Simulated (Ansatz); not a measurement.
Cells marked so need not be the phases stable at ambient conditions, and some may be hypothetical.

By PBEsol, each system below comes out a metal.

Ballistic conductance counts the channels of both spins, as a mean over 0.1 eV about the Fermi level; spin-orbit coupling is left out.

A. BaHg (Pm-3m, CsCl type, not sure to be the ambient phase, 2 atoms a cell, 36.5 Å³ an atom, -2 GPa at this level), current normal to (110)
B. Re (R-3m, not sure to be the ambient phase, 3 atoms a cell, 14.8 Å³ an atom, -6 GPa at this level), current normal to (110)
C. MgSc (Pm-3m, CsCl type, not sure to be the ambient phase, 2 atoms a cell, 23.3 Å³ an atom), current normal to (111)
D. Re₃W (I4/mmm, not sure to be the ambient phase, 4 atoms a cell, 15.4 Å³ an atom, -11 GPa at this level), current normal to (001)

**Question.** Rank these by ballistic conductance per area (highest first), as PBEsol run with Ansatz (a quantum-chemistry and plane-wave program) gives it.

**Answer.** D (1.5 × 10¹⁵ S/m²), B (1.2 × 10¹⁵ S/m²), C (0.71 × 10¹⁵ S/m²), A (0.51 × 10¹⁵ S/m²)
